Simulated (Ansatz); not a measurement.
# SnO: pressure series

The parent structure is SnO in the litharge type structure (space group P4/nmm, No. 129; a = 3.837 Å, c = 4.759 Å; layered, stacked along the Cartesian z axis).

Cell and atoms are relaxed at each pressure.

The values are results of PBE-D3(BJ), PAW, 420 eV (Ansatz, an electronic-structure program; without spin-orbit coupling), not measurements.

```csv
change,c/a ratio,band gap,lattice parameter a
base,1.240,zero,3.837 Å
pressure −1 GPa,___,___,___
pressure 0.9 GPa,1.223,zero,3.824 Å
pressure 2.1 GPa,1.206,zero,3.806 Å
pressure 4.5 GPa,1.185,zero,3.771 Å
pressure 9 GPa,1.162,zero,3.722 Å
pressure 15 GPa,1.144,zero,3.672 Å
pressure 22.5 GPa,1.135,zero,3.615 Å
pressure 30 GPa,1.127,zero,3.571 Å
```

Problem. Complete the table.

Solution. 
- pressure −1 GPa, c/a ratio: 1.268
- pressure −1 GPa, band gap: 0.21 eV
- pressure −1 GPa, lattice parameter a: 3.853 Å

Load acts through the strain it causes; cell and atoms are relaxed under it. Whether these cells are dynamically stable was not tested. Competing high-pressure phases were not computed. The final runs are not spin-polarised. A zero or small gap of SnO can be the functional's error rather than a property of the material.
